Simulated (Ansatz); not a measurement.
An ideal cubic perovskite cell is held by its symmetry; such compounds can tilt or shift off centre at room temperature. The starting structures come from a database of crystals and need not be the phases stable at ambient conditions.

 Where the default PAW files enter, the runs use the earlier of Ansatz's two default sets.

Tunnelling through a barrier is set by its complex band structure: the current falls as exp(−2κd) with the smallest κ.

```yaml
crystal:
  lattice:
    - [5.95579, 0.00000, 0.00000]
    - [0.00000, 8.42276, 0.00000]
    - [0.00000, 4.21138, 4.21138]
  atoms:
    - { symbol: Cs, position: [0.00000, 0.00000, 0.00000] }
    - { symbol: Sn, position: [0.50000, 0.50000, 0.00000] }
    - { symbol: Br, position: [0.50000, 0.50000, 0.50000] }
    - { symbol: Br, position: [0.50000, 0.00000, 0.50000] }
    - { symbol: Br, position: [0.00000, 0.50000, 0.00000] }
```

Space group of this cell: Pm-3m, cubic perovskite. The cell is strained (all lengths scaled by 1.02); by PBEsol its mean pressure is -1.8 GPa.

Transport runs along the normal of the first two printed cell vectors, the (110) plane of the conventional cell.

The gap is the functional's own, uncorrected, and κ follows it; spin-orbit coupling is left out. Mid-gap values are interpolated between the computed energies.

**Question.** Predict the band gap and the smallest decay constant κ at mid-gap from PBEsol in Ansatz (a program for electronic structure).

**Answer.** Gap 0.72 eV on a 8×8×8 mesh; κ = 0.059 1/Å, at (0.500, 0.000) of the in-plane reciprocal vectors. At the zone centre, at the nearest computed energy, the slowest state has κ = 0.14 1/Å.
